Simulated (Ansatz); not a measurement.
Slab thickness and the (0001) surface of hcp Co, ferromagnetic: the same face, mesh and vacuum, all atoms relaxed.

Computed with PBE (plane waves to 420 eV, PAW; Ansatz, a program for electronic structure).

| atoms | thickness (Å) | γ (J/m²) | work function, top face (eV) | rough cost |
|---|---|---|---|---|
| 4 | 6.0 | (withheld) | 4.97 | about 70 core-seconds (a rough figure) |
| 6 | 10.0 | 2.14 | 4.97 | around 4 core-minutes (rough) |
| 8 | 14.0 | 2.13 | 4.96 | about 4 core-minutes (a rough figure) |
| 10 | 18.1 | 2.13 | 4.96 | very roughly 6 core-minutes |
| 14 | 26.2 | 2.14 | 4.97 | roughly 10 core-minutes |

### Question
Complete the blanks.

### Answer

- 4, γ (J/m²): 2.12
